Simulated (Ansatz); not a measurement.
**Predicting a run: zincblende BP (F-43m), biaxial stress in the (001) plane (tension)**

Cell and atoms relaxed with PBEsol to each stress σ (compression positive); gaps by r2SCAN with spin-orbit coupling, rigid bands (plane waves, PAW; Ansatz, a quantum-chemistry and plane-wave program). Unloaded cell: a = b = c = 3.196 Å, α = β = γ = 60.00°.

```tsv
σ (GPa)	strain along [100] (%)	gap (eV)
0	0	1.383
-4.00	1.07	1.172
-12.00	3.48	0.692
-16.00	4.87	0.430
```

Task: Fit E_g = 1.383 eV + aσ + bσ² and ε = cσ + dσ² to the loaded rows by least squares.

Result: a = 0.0510 eV/GPa, b = -5.39e-04 eV/GPa²; c = -0.252 %/GPa, d = 0.00328 %/GPa².

Task: One run was withheld, at σ = -8.00 GPa. Predict its gap and its strain along [100], then set them beside the run.

Result: E_g = 1.383 + (0.0510)(-8.00) + (-5.39e-04)(-8.00)² = 0.941 eV and ε = (-0.252)(-8.00) + (0.00328)(-8.00)² = 2.23 %. The run gave 0.941 eV and 2.22 %, misses of 0.000 eV and 0.01 percentage points.

Gaps are resolved to about 0.01 eV; third decimals are kept for the arithmetic. Every relaxation keeps the zincblende phase (space group I-4m2 under this load), so a transition, a distortion that breaks the symmetry or fracture can't show.
